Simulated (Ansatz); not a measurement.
Consider BeTe in the zinc blende structure (space group F-43m, No. 216; a = 5.664 Å). Axes: x, y, z lie along the cube axes.

Computed with Ansatz (a quantum-chemistry and plane-wave program), PBE, PAW, cutoff 420 eV, spin-orbit coupling left out.

The change: the cell is scaled by 1.0150 in all directions; the atoms relax in the strained cell.

Predict the stress tensor and what it implies for the stiffness.

Stress of the strained cell less that of the base (GPa, compression positive):
```
  -2.31    0.00    0.00
   0.00   -2.31    0.00
   0.00    0.00   -2.31
```

Then B = −ΔP/(ΔV/V₀) with ΔV/V₀ = 0.0457 gives secant stiffness values (nonlinear terms included at this strain): B ≈ 51 GPa.

As a check, the harmonic strain energy −½ V₀ Δσ:ε is 7.4 meV/atom; the computed energy rise is 7.7 meV/atom.

Stability against distortions was not tested.
